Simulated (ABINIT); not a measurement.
Band structure of Hf (P6_3/mmc, 2 atoms in the cell).

```xyz
2
Lattice="1.5786 -2.7342 0.0000 1.5786 2.7342 0.0000 0.0000 0.0000 4.9980" Properties=species:S:1:pos:R:3 pbc="T T T"
Hf     1.5786     0.9114     1.2495
Hf     1.5786    -0.9114     3.7485
```

Level of theory: PBE, norm-conserving pseudopotentials (PseudoDojo nc-sr-05 PBE standard) (plane waves; ABINIT).

Settings: pseudos = [Hf.upf]; ecut = 789 eV; occopt = 7; tsmear = 0.1 eV; ngkpt = 8 8 5; nshiftk = 1; shiftk = 0 0 0; potentials = PseudoDojo nc-sr-05 PBE standard; kptopt = 1; nstep = 80; toldfe1 = 1e-09 Ha; ndtset = 2; getden2 = 1.

The starting cell has typed, rounded lattice constants, without a prior relaxation at this level. Its lattice was rescaled by a random factor within 2.5 % of one. Spin-orbit coupling is off.

Levels in eV from the Fermi level, bands 9 to 16:
```tsv
point	9	10	11	12	13	14	15	16
Γ	-7.58	-3.89	0.68	1.13	1.13	1.41	1.99	1.99
M	-3.48	-2.95	-2.42	-0.82	0.72	0.85	1.68	6.08
K	-2.34	-1.88	-1.88	-1.53	0.31	0.31	2.06	5.35
A	-5.53	-5.53	0.07	0.07	1.01	1.01	1.01	1.01
L	-3.59	-3.59	-1.12	-1.12	1.22	1.22	2.67	2.67
H	-1.90	-1.90	-1.59	-1.59	-0.23	-0.23	2.53	2.53
```

Bands cross the Fermi level along this path, so the cell is metallic at this level.
